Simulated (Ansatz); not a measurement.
Consider interstitial Ga in wurtzite GaN, charge state +3. Level of theory: PBE, PAW (plane waves to 420 eV; Ansatz, a first-principles code).

192-site cell at the relaxed PBE lattice, one k-point at (0.125, 0.250, 0.250), smearing 0.01 eV, spin-restricted, no finite-size correction. Energies are static. The charge state is imposed; whether it is stable for some Fermi level was not computed. Sites that were not tried may lie lower.

Barriers: single points on a 2×2×2 k-point mesh shifted by half a step along c at the bands' geometries.

Relaxed starting cell (atoms counted from 1):

```xyz
193
Lattice="12.8739 0.0000 0.0000 -6.4370 11.1491 0.0000 0.0000 0.0000 15.7293" Properties=species:S:1:pos:R:3 pbc="T T T"
Ga     1.6165     0.9351     2.5631
Ga     1.7615     1.0170     8.0164
Ga     1.6134     0.9319    13.1247
Ga    -0.0006     3.7629     2.5453
Ga     0.0001     3.7687     7.8706
Ga    -0.0001     3.7250    13.1160
Ga    -1.6074     6.5059     2.5997
Ga    -1.6036     6.5078     7.8675
Ga    -1.6064     6.5058    13.0978
Ga    -3.1796     9.2683     2.5445
Ga    -3.1744     9.2651     7.8710
Ga    -3.2117     9.2872    13.1161
Ga     4.8329     0.9301     2.6073
Ga     4.8576     0.9324     7.8785
Ga     4.8350     0.9279    13.1160
Ga     3.2213     3.7219     2.6069
Ga     3.2362     3.7412     7.8793
Ga     3.2207     3.7238    13.1162
Ga     1.6053     6.5061     2.5995
Ga     1.6024     6.5080     7.8678
Ga     1.6060     6.5058    13.0981
Ga    -0.0008     9.2884     2.5999
Ga    -0.0005     9.2848     7.8672
Ga    -0.0002     9.2879    13.0979
Ga     8.0402     0.9298     2.6072
Ga     8.0167     0.9319     7.8783
Ga     8.0391     0.9277    13.1159
Ga     6.4366     3.7163     2.6121
Ga     6.4372     3.7159     7.8712
Ga     6.4371     3.7164    13.1147
Ga     4.8246     6.4985     2.6070
Ga     4.8152     6.4753     7.8794
Ga     4.8226     6.4982    13.1164
Ga     3.1782     9.2681     2.5450
Ga     3.1739     9.2646     7.8707
Ga     3.2112     9.2871    13.1162
Ga    11.2561     0.9346     2.5632
Ga    11.1134     1.0165     8.0157
Ga    11.2605     0.9318    13.1245
Ga     9.6517     3.7215     2.6069
Ga     9.6382     3.7408     7.8786
Ga     9.6533     3.7236    13.1158
Ga     8.0479     6.4985     2.6071
Ga     8.0584     6.4753     7.8789
Ga     8.0510     6.4982    13.1163
Ga     6.4360     9.2822     2.5633
Ga     6.4372     9.1137     8.0175
Ga     6.4369     9.2863    13.1247
Ga     0.0002     2.0287     5.0295
Ga    -0.0002     1.8766    10.5330
Ga    -0.0002     1.8669    15.7155
Ga    -1.6345     4.6761     5.2321
Ga    -1.6146     4.6502    10.4925
Ga    -1.6166     4.6547    15.7095
Ga    -3.2075     7.3986     5.2321
Ga    -3.2197     7.4295    10.4928
Ga    -3.2164     7.4251    15.7095
Ga    -4.6814    10.1398     5.0260
Ga    -4.8148    10.2146    10.5329
Ga    -4.8226    10.2190    15.7157
Ga     3.2392     1.8728     5.2447
Ga     3.2512     1.8796    10.5377
Ga     3.2256     1.8645    15.7195
Ga     1.6346     4.6763     5.2322
Ga     1.6139     4.6503    10.4929
Ga     1.6159     4.6547    15.7097
Ga    -0.0004     7.4354     5.2311
Ga    -0.0007     7.4354    10.4853
Ga    -0.0006     7.4350    15.7117
Ga    -1.5726    10.2302     5.2323
Ga    -1.6054    10.2256    10.4926
Ga    -1.6001    10.2247    15.7097
Ga     6.4373     1.8664     5.2334
Ga     6.4369     1.8645    10.4989
Ga     6.4369     1.8630    15.7268
Ga     4.8342     4.6435     5.2337
Ga     4.8315     4.6451    10.4995
Ga     4.8303     4.6457    15.7267
Ga     3.2069     7.3984     5.2321
Ga     3.2186     7.4294    10.4931
Ga     3.2156     7.4250    15.7096
Ga     1.5724    10.2297     5.2323
Ga     1.6045    10.2254    10.4926
Ga     1.5994    10.2246    15.7096
Ga     9.6354     1.8721     5.2443
Ga     9.6224     1.8793    10.5371
Ga     9.6480     1.8644    15.7192
Ga     8.0404     4.6434     5.2333
Ga     8.0421     4.6450    10.4991
Ga     8.0433     4.6457    15.7267
Ga     6.4369     7.4106     5.2450
Ga     6.4365     7.3961    10.5383
Ga     6.4366     7.4263    15.7196
Ga     4.6813    10.1393     5.0268
Ga     4.8138    10.2142    10.5329
Ga     4.8220    10.2189    15.7156
N      1.5925     0.9226     4.6060
N      1.6204     0.9384     9.9084
N      1.6097     0.9317    15.0982
N      0.0004     3.8212     4.5410
N     -0.0003     3.7066     9.8222
N     -0.0003     3.7224    15.0876
N     -1.6055     6.5084     4.5822
N     -1.6112     6.5053     9.8308
N     -1.6077     6.5070    15.0682
N     -3.1313     9.2416     4.5403
N     -3.2300     9.2993     9.8224
N     -3.2158     9.2912    15.0878
N      4.8225     0.9299     4.5920
N      4.8275     0.9328     9.8421
N      4.8300     0.9329    15.0847
N      3.2149     3.7155     4.5919
N      3.2194     3.7184     9.8426
N      3.2209     3.7200    15.0848
N      1.6048     6.5086     4.5821
N      1.6100     6.5054     9.8310
N      1.6067     6.5071    15.0686
N     -0.0003     9.2887     4.5825
N     -0.0006     9.2949     9.8307
N     -0.0004     9.2908    15.0683
N      8.0516     0.9294     4.5919
N      8.0459     0.9324     9.8419
N      8.0436     0.9327    15.0844
N      6.4371     3.7179     4.5921
N      6.4367     3.7183     9.8382
N      6.4368     3.7181    15.0860
N      4.8290     6.5102     4.5919
N      4.8282     6.5045     9.8426
N      4.8276     6.5024    15.0849
N      3.1311     9.2410     4.5407
N      3.2288     9.2990     9.8225
N      3.2151     9.2910    15.0878
N     11.2819     0.9221     4.6053
N     11.2534     0.9379     9.9078
N     11.2639     0.9315    15.0980
N      9.6594     3.7150     4.5917
N      9.6540     3.7181     9.8421
N      9.6525     3.7197    15.0843
N      8.0445     6.5103     4.5918
N      8.0446     6.5046     9.8422
N      8.0455     6.5024    15.0848
N      6.4369     9.3133     4.6082
N      6.4364     9.2789     9.9090
N      6.4366     9.2920    15.0983
N     -0.0007     1.8705     1.9867
N      0.0001     1.7883     7.1956
N      0.0000     1.8598    12.4831
N     -1.6220     4.6537     1.9566
N     -1.6114     4.6374     7.2063
N     -1.6081     4.6436    12.4568
N     -3.2189     7.4183     1.9564
N     -3.2278     7.4349     7.2063
N     -3.2200     7.4349    12.4570
N     -4.8189    10.2150     1.9875
N     -4.8874    10.2550     7.1989
N     -4.8268    10.2196    12.4833
N      3.2210     1.8607     1.9773
N      3.2558     1.8809     7.2185
N      3.2232     1.8612    12.4861
N      1.6207     4.6539     1.9569
N      1.6116     4.6375     7.2065
N      1.6080     4.6437    12.4571
N     -0.0013     7.4332     1.9636
N     -0.0006     7.4332     7.2066
N     -0.0001     7.4330    12.4486
N     -1.5974    10.2271     1.9567
N     -1.6163    10.2264     7.2065
N     -1.6119    10.2203    12.4569
N      6.4365     1.8598     1.9760
N      6.4373     1.8614     7.2086
N      6.4370     1.8591    12.4633
N      4.8289     4.6446     1.9759
N      4.8309     4.6432     7.2089
N      4.8286     4.6450    12.4638
N      3.2170     7.4182     1.9568
N      3.2271     7.4343     7.2064
N      3.2196     7.4348    12.4573
N      1.5959    10.2267     1.9568
N      1.6157    10.2258     7.2064
N      1.6115    10.2201    12.4570
N      9.6518     1.8604     1.9769
N      9.6186     1.8801     7.2183
N      9.6509     1.8610    12.4856
N      8.0441     4.6447     1.9759
N      8.0432     4.6430     7.2085
N      8.0454     4.6450    12.4634
N      6.4361     7.4294     1.9778
N      6.4365     7.3880     7.2187
N      6.4368     7.4271    12.4865
N      4.8171    10.2147     1.9873
N      4.8876    10.2547     7.1978
N      4.8265    10.2195    12.4832
Ga     0.0005    -0.0030     6.4257
```
Cell charge +3.

End state 1 differs by these moves (Å; atoms that move under 0.08 Å are left out):

```csv
atom,element,Δx,Δy,Δz
2,Ga,1.11,-0.82,0.83
11,Ga,0.05,-0.13,-0.14
14,Ga,0.16,0.00,-0.14
34,Ga,0.04,0.02,0.07
38,Ga,0.13,-0.10,-0.15
47,Ga,0.00,0.18,-0.12
49,Ga,-0.16,-0.08,0.06
58,Ga,-0.13,-0.01,0.11
59,Ga,-0.14,-0.06,0.15
61,Ga,0.07,0.02,-0.11
62,Ga,-0.04,0.12,0.15
71,Ga,0.05,-0.04,0.05
94,Ga,0.14,0.08,0.21
97,N,0.00,0.02,0.14
98,N,0.03,-0.03,0.16
107,N,-0.02,0.12,-0.06
110,N,-0.13,-0.04,-0.08
130,N,0.10,0.04,0.05
133,N,-0.07,-0.02,-0.06
134,N,0.01,-0.01,-0.08
146,N,-0.13,0.15,-0.09
152,N,0.02,-0.09,-0.04
155,N,0.13,-0.02,0.05
156,N,-0.01,-0.02,0.10
158,N,-0.01,-0.08,0.02
159,N,0.01,0.02,0.10
170,N,0.08,0.03,-0.04
193,Ga,1.47,1.02,0.53
```

Q: What is the computed forward and backward barriers to end state 1 (PBE, PAW)?

A: forward 0.69 eV, backward 0.56 eV; at the saddle point atom 193 has neighbours Ga at 2.38; 2 N at 1.87, N at 1.93 Å. The saddle point's order was not checked.
